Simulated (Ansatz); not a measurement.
Calculation: PBE (plane waves to 420 eV, PAW; Ansatz, an electronic-structure program).

Planar average of the electrostatic potential across the slab, in eV from the highest filled level, for the (111)B surface of zinc-blende ZnSe, Se-terminated, 2x2 with 2 H on 4 top atoms (bottom of the slab: 2 H on 4 bottom sites):

(z (Å), V (eV)): (3.33, 6.41); (3.61, 6.41); (3.89, 6.41); (4.17, 6.41); (4.44, 6.41); (4.72, 6.41); (5.00, 6.41); (5.28, 6.41); (5.56, 6.41); (5.83, 6.40); (6.11, 6.40); (6.39, 6.38); (6.67, 6.34); (6.94, 6.25); (7.22, 6.05); (7.50, 5.50); (7.78, 5.04); (8.06, 5.16); (8.33, 4.69); (8.61, 3.20); (8.89, 1.47); (9.17, -0.04); (9.44, -1.68); (9.72, -4.18); (10.00, -5.36); (10.28, -5.15); (10.56, -4.32); (10.83, -2.72); (11.11, -0.28); (11.39, 2.45); (11.67, 3.51); (11.94, 3.16); (12.22, 1.12); (12.50, -1.74); (12.78, -4.38); (13.06, -6.64); (13.33, -6.47); (13.61, -4.43); (13.89, -2.28); (14.17, -1.10); (14.44, 0.56); (14.72, 2.90); (15.00, 3.70); (15.28, 3.17); (15.56, 0.95); (15.83, -1.93); (16.11, -4.55); (16.39, -6.68); (16.67, -6.31); (16.94, -4.21); (17.22, -2.15); (17.50, -1.01); (17.78, 0.70); (18.06, 2.96); (18.33, 3.61); (18.61, 2.95); (18.89, 0.58); (19.17, -2.46); (19.44, -5.23); (19.72, -6.33); (20.00, -5.87); (20.28, -3.92); (20.56, -1.93); (20.83, -0.48); (21.11, 1.27); (21.39, 2.44); (21.67, 3.47); (21.94, 4.48); (22.22, 4.99); (22.50, 5.19); (22.78, 5.28); (23.06, 5.31); (23.33, 5.33); (23.61, 5.34); (23.89, 5.34); (24.17, 5.34); (24.44, 5.34); (24.72, 5.34); (25.00, 5.35); (25.28, 5.35); (25.56, 5.35); (25.83, 5.35); (26.11, 5.35)

Slab: 36 atoms, 13.9 Å thick at the start with caps and adatoms (thin: gaps and levels are the slab's own); k 3x3x1, smearing 0.025 eV, dipole-corrected; 8 atoms held, the rest relaxed; no symmetry held; no spin, no spin-orbit, no U.

Question: The surface cell has an area of 56.96 Å². What dipole along the normal does the step between the two vacuum levels imply?

Answer: the top vacuum level lies 1.06 eV below the bottom one; p = −ε₀ A ΔV (ε₀ = 0.005526 e/(V·Å)) gives 0.34 e·Å a cell.
